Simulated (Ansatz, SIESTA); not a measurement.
# Code comparison for La₂Cu₃Ni (P1, 6 atoms in the cell)

Self-consistent single point, at a second geometry (atoms moved at random). First geometry:

```
CELL_PARAMETERS angstrom
      3.86769     0.00000     0.00000
      0.00000     4.27753     0.00000
      0.00000     0.00000     7.30738
ATOMIC_POSITIONS crystal
  La 0.00000 0.50000 0.01096
  La 0.00000 0.00000 0.49213
  Cu 0.50000 0.00000 0.83332
  Cu 0.50000 0.00000 0.16962
  Cu 0.50000 0.50000 0.66381
  Ni 0.50000 0.50000 0.33016
```

Second geometry:
```
La2Cu3Ni
1.0
    3.86769     0.00000     0.00000
    0.00000     4.27753     0.00000
    0.00000     0.00000     7.30738
La Cu Ni
2 3 1
Direct
  0.00636   0.47852   0.00814
  0.99353   0.00773   0.47435
  0.51116   0.01747   0.83800
  0.50674   0.98941   0.17315
  0.47984   0.50709   0.66756
  0.50237   0.49978   0.33879
```

Shared settings, as Ansatz (a first-principles code) writes them: kpoints.mp_grid.grid = 6 5 3; scf.occupations.method = fermi_dirac; scf.occupations.width = 0.1 eV. Potentials and cutoffs stand in the table.

```csv
code,model,ΔF from the first geometry (meV/atom),pressure (GPa),largest force (eV/Å),cutoff
Ansatz,"PBEsol, PAW files made with PBE",18.7,-2.13,0.792,default
SIESTA,"GGA PBEsol, numerical atomic orbitals DZP, PseudoDojo PBEsol standard norm-conserving potentials (rewritten from UPF to PSML)",22.6,-2.34,1.025,grid 350 Ry
```

Size of the force on each atom (eV/Å): Sizes of forces hide their directions.

```tsv
code	La1	La2	Cu3	Cu4	Cu5	Ni6
Ansatz	0.387	0.792	0.454	0.336	0.212	0.297
SIESTA	0.440	1.025	0.496	0.357	0.229	0.286
```

On Ansatz's run: spin polarisation is off.

The spread over the programs that give each value: ΔF from the first geometry within 3.9 meV/atom; pressure within 0.21 GPa; largest force within 0.233 eV/Å.

SIESTA uses small atom-centred bases, whose incompleteness enters pressures, forces and empty levels differently from a plane-wave cutoff. Ansatz's pressure is given at a fixed set of plane waves, as the other plane-wave codes print theirs; with its correction for the finite basis it is -2.09 GPa.

The starting cell comes from a database of computed structures (which also holds hypothetical and non-ambient phases and stackings), without a prior relaxation at this level. For this run, on top of that: atoms moved at random.

Left out of this page: CP2K (unsound by tests on forces, stress, charge or solver warnings).

Keys are those of Ansatz 0.2.
